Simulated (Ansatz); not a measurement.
Li on the 1x1 (0001) surface of hcp Ti, one in a 1x1 cell, energies for each (7.5 Å²). Energies are against an atom of bcc Li, without zero-point or thermal terms; each row is named by its start.

Level of theory: PBE (plane waves to 420 eV, PAW; Ansatz, a program for electronic structure).

Which site binds most strongly?
(A) top Ti
(B) hollow Ti-Ti-Ti over Ti at depth 2.2 Å
(C) hollow Ti-Ti-Ti

B, hollow Ti-Ti-Ti over Ti at depth 2.2 Å. Adsorption energies: hollow Ti-Ti-Ti over Ti at depth 2.2 Å -0.42 eV; hollow Ti-Ti-Ti -0.36 eV; top Ti -0.29 eV.
